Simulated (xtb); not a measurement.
xtb 6.7.1, GFN1-xTB: Zr(F)3(OH)(NH3) ([NH3]->[Zr]([OH])([F])([F])[F]), 10 atoms. The geometry is a generated start, not checked to be a minimum at this level.

```json
{
  "method": "GFN1-xTB",
  "--acc": "1 (default)",
  "--etemp (K)": "300 (default)",
  "detailed input (--input)": "none: ANC optimiser, Lindh (1995) Hessian, microcycle=20, maxdispl=1.0, hlow=0.01 (default)",
  "basis_functions": "38",
  "valence_electrons": "40"
}
```

```xyz
10

Zr     0.1411     0.8789     0.3871
F      1.8219     1.7060     0.4024
F     -0.9333     1.6809     1.7015
F     -0.6301     1.5878    -1.1949
O      0.5529    -0.6839     1.3649
H      0.8208    -0.5133     2.2800
N     -0.3803    -0.9725    -1.0758
H     -0.1695    -1.8619    -0.6192
H      0.1517    -0.8931    -1.9435
H     -1.3752    -0.9289    -1.3026
```

Charge 0 and multiplicity 1 are set for this test and not shown to be the ground state.

The structure is relaxed from this start with --opt LEVEL for the levels crude, sloppy, loose, lax, normal, tight, vtight, extreme, once each. Up to the end of the extreme run atoms move by at most 0.99 Å along an axis.

Q: Choose the cheapest level whose final energy lies within 1 meV of that of extreme.

A: loose: 31 cycles against 39, ending 0.36 meV above.

| level | cycles | energy above the extreme run (meV) | gradient norm (eV/Å) |
|---|---|---|---|
| crude | 4 | 260 | 0.37 |
| sloppy | 23 | 13 | 0.25 |
| loose | 31 | 0.36 | 0.077 |
| lax | 32 | 0.15 | 0.057 |
| normal | 33 | 0.062 | 0.015 |
| tight | 35 | under 0.01 | 0.017 |
| vtight | 37 | under 0.01 | 0.0038 |
| extreme | 39 | — | 0.0012 |
